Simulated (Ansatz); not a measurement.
A relaxation of the atoms of TiTc (P4mm, 2 atoms in the cell) with Ansatz (a quantum-chemistry and plane-wave program).

Computed with LDA (PW92), default PAW files made with PBE (plane waves; Ansatz).

The change in words: one atom moved by 0.15 angstrom; relax: default → atoms; relax.f_tol: default → 0.001 eV/Å. Reference geometry:
```yaml
crystal:
  lattice:
    - [3.10375, 0.00000, 0.00000]
    - [0.00000, 3.10375, 0.00000]
    - [0.00000, 0.00000, 3.10375]
  atoms:
    - { symbol: Ti, position: [0.50000, 0.50000, 0.50000] }
    - { symbol: Tc, position: [0.00000, 0.00000, 0.00000] }
```

Reference input (self-consistent single point, DFT, LDA (PW92), plane waves, default PAW files made with PBE): basis.ecutwfc = 500 eV; kpoints.mp_grid.grid = 11 11 11; hamiltonian.xc = lda; hamiltonian.pseudopotentials = {kind: paw} (the program's default PAW files); scf.occupations.method = fermi_dirac; scf.occupations.width = 0.1 eV. This run's input differs from it in these lines:

```diff
@@ -7,3 +7,3 @@
   atoms:
-    - { symbol: Ti, position: [0.500000, 0.500000, 0.500000] }
+    - { symbol: Ti, position: [0.500000, 0.500000, 0.548329] }
     - { symbol: Tc, position: [0.000000, 0.000000, 0.000000] }
@@ -22,2 +22,4 @@
     width: 0.1 eV
+relax:
+  f_tol: 0.001
 output:
```

Log, with long lists cut:

```
   [... SCF lines of the steps left out ...]
relax step   1: F+E_penalty+E_count = -7732.48969197 eV  Δ(F+E_penalty+E_count) = +0.000e0 eV  max|allowed force component| = 1.013e0 eV/Å  Δτ_max = 0.0000 Å  (7 SCF iters, dr2 threshold 1.00e-7 eV, accepted)
relax step   2: F+E_penalty+E_count = -7732.56638124 eV  Δ(F+E_penalty+E_count) = -7.669e-2 eV  max|allowed force component| = 1.342e-1 eV/Å  Δτ_max = 0.0656 Å  (6 SCF iters, dr2 threshold 6.41e-5 eV, accepted)
relax step   3: F+E_penalty+E_count = -7732.56763785 eV  Δ(F+E_penalty+E_count) = -1.257e-3 eV  max|allowed force component| = 4.709e-4 eV/Å  Δτ_max = 0.0093 Å  (6 SCF iters, dr2 threshold 1.13e-6 eV, accepted)
relax step   4: F+E_penalty+E_count = -7732.56763785 eV  Δ(F+E_penalty+E_count) = -6.366e-12 eV  max|allowed force component| = 4.733e-4 eV/Å  Δτ_max = 0.0000 Å  (6 SCF iters, accepted)
the relaxation is at rest under the 8 symmetry operations that the run kept from its start: a minimum is not shown …
Stability not checked: this state was not tested for a lower state beside it, because too few of the mixer's solves of this state at the end of the SCF gave a …
Free energy (F): -7732.567638 eV
Internal energy: -7732.505220 eV  (E = F + TS)
E sigma→0 (E₀):  -7732.536429 eV
Entropy (-TS):   -0.062418 eV (-31.209 meV/atom)
Fermi energy:    17.875053 eV
--- Forces (eV/Å), atoms counted from 1 ---
  atom   1  Ti     0.00000000     0.00000000    -0.00047299
   [... lines left out ...]
--- Relaxed structure (4 steps of the walk, 4 accepted, 0 SCFs on fresh bases) ---
  F+E_penalty+E_count = -7732.56763785 eV   max|allowed force component| = 4.733e-4 eV/Å
  atoms:
    - { symbol: Ti, position: [0.49999999999999994, 0.49999999999999994, 0.5241751010429868] }
    - { symbol: Tc, position: [1.2067136411156938e-96, 0.0, 0.024153898957013167] }
```

The run converged.  The full log also holds: “iter 5 did not close the SCF: its close was put off for the readings that it lacked (scf_convergence_deferred on its scf_iter line)”. The full log also holds: “iter 4 did not close the SCF: its close was put off for the readings that it lacked (scf_convergence_deferred on its scf_iter line)”.

Summary of the result:
```
Property                                                Result
-----------------------------------------------  -------------
Free energy E − TS (on the zero of these files)  -7732.5676 eV
Fermi level (on the code's own zero)                  17.88 eV
Pressure                                            -12.09 GPa
Relaxation steps                                             4
```

The starting cell comes from a database of computed structures (which also holds hypothetical and non-ambient phases and stackings), without a prior relaxation at this level. Its lattice was rescaled by up to half a per cent. For this run, on top of that: one atom moved by 0.15 angstrom. Spin polarisation is off. The relaxation keeps the symmetry of its start, so its end need not be a minimum. Ansatz's pressure includes its estimate of the finite-basis (Pulay) stress.

Keys are those of Ansatz 0.2.
